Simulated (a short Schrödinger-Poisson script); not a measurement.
Stack: gated In0.52Al0.48As/In0.53Ga0.47As δ-doped gas in a quantum well, at 300 K.

```csv
layer,material,thickness (nm),Na (cm⁻³)
1,In0.52Al0.48As,10,-
2,In0.52Al0.48As,2,-
3,In0.53Ga0.47As,15,-
4,In0.52Al0.48As,4000,2e15
```

The device is made up for the run: typed textbook-type constants, with dimensions and the other settings drawn at random. In0.52Al0.48As: permittivity 12.5, conduction-band edge (eV) 0.52, gap (eV) 1.45, electron mass (mₑ) 0.075, Nv at 300 K (cm⁻³) 1.1e19. In0.53Ga0.47As: permittivity 13.9, conduction-band edge (eV) 0, gap (eV) 0.74, Nv at 300 K (cm⁻³) 7.7e18.

Channel valleys (confinement mass, in-plane density-of-states mass, number): Γ 0.041, 0.041, 1. At the gate the conduction-band edge of layer 1 lies 0.65 eV − eVg above the Fermi level of the channel; the field vanishes at the back. Sheet of ionised δ-doping: +2.8e12 e/cm² at 10 nm from the gate. The barrier under the gate holds no holes. Gaps are held at their typed values at every temperature. Mesh 0.08 nm at interfaces.

From a short Schrödinger-Poisson script (our own, NumPy): 1D Poisson equation in equilibrium, electrons quantum, Hartree (BenDaniel-Duke, 40 states a valley, the channel's in-plane mass for all, wave functions free to enter the barrier), parabolic valleys, classical holes, full ionisation, no traps, pinning or gate leakage.

The same stack at other levels of the model or other numerical settings:

```
run                                                                  sheet density of all electrons at Vg = 0.4 V (cm⁻²)  sheet density of all electrons at Vg = -0.1 V (cm⁻²)  capacitance at Vg = 0.4 V (μF/cm²)  centroid of the channel electrons at Vg = 0.4 V (nm)  rough cost against the base
-------------------------------------------------------------------  ---------------------------------------------------  ----------------------------------------------------  ----------------------------------  ----------------------------------------------------  ---------------------------
base                                                                                                             2.31e12                                               4.34e11                               0.654                                                  5.29                      about 1
electrons treated as classical, Boltzmann                                                                        3.03e12                                               5.88e11                               0.841                                                  2.45                         0.02
electrons treated as classical, Fermi-Dirac                                                                      2.38e12                                               5.04e11                               0.637                                                  5.00                         0.09
electrons treated as quantum, Hartree plus LDA exchange-correlation                                              2.37e12                                               4.61e11                               0.661                                                  5.20                            1
mesh six times as coarse                                                                                         2.31e12                                               4.33e11                               0.654                                                  5.26                          0.2
one subband a valley                                                                                             2.21e12                                               4.25e11                               0.610                                                  4.77                          0.3
```

The classical rows ignore confinement, and Boltzmann statistics overrate the density once the band edge passes the Fermi level.
